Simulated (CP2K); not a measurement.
# Worked example: self-consistent single point of Ti6PtAu (Pm-3, 8 atoms in the cell) in CP2K

Level of theory: LDA (Pade form), GPW, DZVP-MOLOPT-SR-GTH basis, GTH-PADE potentials (GTH_POTENTIALS) run with CP2K.

This input was run:

```
&GLOBAL
  PROJECT calc
  RUN_TYPE ENERGY_FORCE
  PRINT_LEVEL MEDIUM
&END GLOBAL
&FORCE_EVAL
  METHOD Quickstep
  STRESS_TENSOR ANALYTICAL
  &DFT
    BASIS_SET_FILE_NAME BASIS_MOLOPT
    POTENTIAL_FILE_NAME GTH_POTENTIALS
    &QS
      METHOD GPW
      EPS_DEFAULT 1E-11
    &END QS
    &MGRID
      CUTOFF 600
      REL_CUTOFF 50
      NGRIDS 5
    &END MGRID
    &SCF
      SCF_GUESS ATOMIC
      EPS_SCF 1E-6
      MAX_SCF 100
      ADDED_MOS 17
      &DIAGONALIZATION
        ALGORITHM STANDARD
      &END DIAGONALIZATION
      &MIXING
        METHOD BROYDEN_MIXING
        ALPHA 0.3
        NBUFFER 10
      &END MIXING
      &SMEAR ON
        METHOD GAUSSIAN
        SIGMA [eV] 0.136
      &END SMEAR
    &END SCF
    &KPOINTS
      SCHEME MONKHORST-PACK 5 5 5
    &END KPOINTS
    &XC
      &XC_FUNCTIONAL PADE
      &END XC_FUNCTIONAL
    &END XC
    &PRINT
      &MO
        EIGENVALUES T
        OCCUPATION_NUMBERS T
        NDIGITS 8
        FILENAME mo
        &EACH
          QS_SCF 0
        &END EACH
        ADD_LAST NUMERIC
      &END MO
      &MULLIKEN ON
      &END MULLIKEN
    &END PRINT
  &END DFT
  &SUBSYS
    &CELL
      ABC 5.05615000 5.05615000 5.05615000
      ALPHA_BETA_GAMMA 90.00000000 90.00000000 90.00000000
      PERIODIC XYZ
    &END CELL
    &COORD
      Ti       0.00000000     2.52807500     3.81006183
      Ti       0.00000000     2.52807500     1.24608817
      Ti       3.81006183     0.00000000     2.52807500
      Ti       1.24608817     0.00000000     2.52807500
      Ti       2.52807500     3.81006183     0.00000000
      Ti       2.52807500     1.24608817     0.00000000
      Pt       0.00000000     0.00000000     0.00000000
      Au       2.52807500     2.52807500     2.52807500
    &END COORD
    &KIND Ti
      BASIS_SET DZVP-MOLOPT-SR-GTH
      POTENTIAL GTH-PADE-q12
    &END KIND
    &KIND Pt
      BASIS_SET DZVP-MOLOPT-SR-GTH
      POTENTIAL GTH-PADE-q18
    &END KIND
    &KIND Au
      BASIS_SET DZVP-MOLOPT-SR-GTH
      POTENTIAL GTH-PADE-q11
    &END KIND
  &END SUBSYS
  &PRINT
    &FORCES ON
    &END FORCES
    &STRESS_TENSOR ON
    &END STRESS_TENSOR
  &END PRINT
&END FORCE_EVAL
```

Output (repeated stretches shortened):

```
 GLOBAL| Method name                                                        CP2K
 GLOBAL| Project name                                                       calc
 GLOBAL| Run type                                                   ENERGY_FORCE

 CELL| Volume [angstrom^3]:                                           129.258719
 CELL| Vector a [angstrom]:       5.056     0.000     0.000   |a| =     5.056150
 CELL| Vector b [angstrom]:       0.000     5.056     0.000   |b| =     5.056150
 CELL| Vector c [angstrom]:       0.000     0.000     5.056   |c| =     5.056150
 CELL| Angle (b,c), alpha [degree]:                                    90.000000
 CELL| Angle (a,c), beta  [degree]:                                    90.000000
 CELL| Angle (a,b), gamma [degree]:                                    90.000000
 CELL| Numerically orthorhombic:                                             YES
 CELL| Periodicity                                                           XYZ

 DFT| Spin restricted Kohn-Sham (RKS) calculation                            RKS
 DFT| Multiplicity                                                             2
 DFT| Number of spin states                                                    1
 DFT| Charge                                                                   0
 DFT| XC density smoothing                                                  NONE
 DFT| XC derivatives                                                          PW

 QS| Method:                                                                 GPW
 QS| Density plane wave grid type                        NON-SPHERICAL FULLSPACE
 QS| Number of grid levels:                                                    5
 QS| Density cutoff [a.u.]:                                                300.0
 QS| Multi grid cutoff [a.u.]: 1) grid level                               300.0
   [... lines left out ...]
 BRILLOUIN| Wavefunction type                                            COMPLEX
 BRILLOUIN| List of Kpoints [2 Pi/Bohr]                                       63
 BRILLOUIN| Number           Weight            X              Y              Z
 BRILLOUIN|     1           0.01600       -0.40000       -0.40000       -0.40000
 BRILLOUIN|     2           0.01600       -0.40000       -0.40000       -0.20000
 BRILLOUIN|     3           0.01600       -0.40000       -0.40000        0.00000
   [... 60 lines left out ...]
 *******************************************************************************

 Extrapolation method: initial_guess

 Re-scaling the density matrix to get the right number of electrons
                  # Electrons              Trace(P)               Scaling factor
                          101               101.000                        1.000

 Number of electrons:                                                        101
 Number of occupied orbitals:                                                 51
 Number of molecular orbitals:                                                68

 Number of orbital functions:                                                207
 Number of independent orbital functions:                                    207
 SCF WAVEFUNCTION OPTIMIZATION

  Step     Update method      Time    Convergence         Total energy    Change
     1 NoMix/Diag. 0.30E+00      -     1.54297147      -505.6068416248 -5.06E+02
     2 Broy./Diag. 0.30E+00      -     0.47069522      -508.9391391087 -3.33E+00
     3 Broy./Diag. 0.30E+00      -     0.15260269      -506.0893786844  2.85E+00
     4 Broy./Diag. 0.30E+00      -     0.02380209      -504.5362810545  1.55E+00
     5 Broy./Diag. 0.30E+00      -     0.01276347      -503.3870227099  1.15E+00
     6 Broy./Diag. 0.30E+00      -     0.00880250      -503.1303584756  2.57E-01
     7 Broy./Diag. 0.30E+00      -     0.00307711      -503.2744917792 -1.44E-01
   [... 4 lines left out ...]
    12 Broy./Diag. 0.30E+00      -     0.00004561      -503.2871409623 -8.56E-06
    13 Broy./Diag. 0.30E+00      -     0.00000820      -503.2872026506 -6.17E-05
    14 Broy./Diag. 0.30E+00      -     0.00000418      -503.2871992951  3.36E-06
    15 Broy./Diag. 0.30E+00      -     0.00000216      -503.2871927117  6.58E-06
    16 Broy./Diag. 0.30E+00      -     0.00000028      -503.2871919294  7.82E-07
  *** SCF run converged in    16 steps ***

  Electronic density on regular grids:       -100.9999999999        0.0000000001
  Core density on regular grids:              100.9999999994       -0.0000000006
  Total charge density on r-space grids:       -0.0000000005
  Total charge density g-space grids:          -0.0000000005

  Overlap energy of the core charge distribution:               0.00000000000681
  Self energy of the core charge distribution:               -882.04523764937960
  Core Hamiltonian energy:                                    221.84352253126985
  Hartree energy:                                             216.99961371280074
  Exchange-correlation energy:                                -60.08163462058854
  Smearing free energy correction:                             -0.00345590251553
  Fermi energy:                                                 0.43062471474922

  Total energy:                                              -503.28719192944510
  Total energy (extrapolated to sigma->0):                   -503.28546397818735

                     Mulliken Population Analysis

 #  Atom  Element  Kind  Atomic population                           Net charge
       1     Ti       1         11.627705                              0.372295
       2     Ti       1         11.627705                              0.372295
       3     Ti       1         11.627705                              0.372295
       4     Ti       1         11.627705                              0.372295
       5     Ti       1         11.627705                              0.372295
       6     Ti       1         11.627705                              0.372295
       7     Pt       2         18.788287                             -0.788287
       8     Au       3         12.445484                             -1.445484
 # Total charge                            101.000000                 -0.000000

 ENERGY| Total FORCE_EVAL ( QS ) energy [hartree]           -503.287191072585927

 FORCES| Atomic forces [hartree/bohr]
 FORCES|   Atom     x               y               z               |f|
 FORCES|      1  2.88064703E-10 -2.24441098E-10  5.09676333E-03   5.09676333E-03
 FORCES|      2  1.89676440E-10 -1.84602754E-10 -5.09676421E-03   5.09676421E-03
 FORCES|      3  5.09676295E-03  8.72282254E-11  1.82616388E-10   5.09676295E-03
 FORCES|      4 -5.09676367E-03  2.63820270E-11  1.44585090E-10   5.09676367E-03
 FORCES|      5  3.53428634E-12  5.09676241E-03  3.98791792E-10   5.09676241E-03
 FORCES|      6 -4.69672590E-11 -5.09676244E-03  4.06716892E-10   5.09676244E-03
 FORCES|      7 -1.03248887E-10  3.35272344E-10 -3.74760617E-10   5.13335560E-10
 FORCES|      8  4.74985286E-10  7.63571302E-11  2.04335281E-10   5.22679960E-10
 FORCES| Sum     8.61108102E-11  8.61091989E-11  8.60724329E-11
 FORCES| Total atomic force                                       1.49125214E-10

 STRESS| Analytical stress tensor [bar]
 STRESS|                        x                   y                   z
 STRESS|      x       -1.14631261509E+05   4.09247140396E-04   6.27481704441E-04
 STRESS|      y        4.09247140396E-04  -1.14631258122E+05  -5.62989900102E-04
 STRESS|      z        6.27481704441E-04  -5.62989900102E-04  -1.14631256500E+05
 STRESS| 1/3 Trace                                            -1.14631258710E+05
```

The run converged in 16 iterations.

The starting cell comes from a database of computed structures (which also holds hypothetical and non-ambient phases and stackings), without a prior relaxation at this level. Spin polarisation is off. Values carry the incompleteness of an atom-centred basis. With a pressure of about -11 GPa the cell is away from its equilibrium volume at this level.

Cost on one core of a shared machine: roughly 90 s.
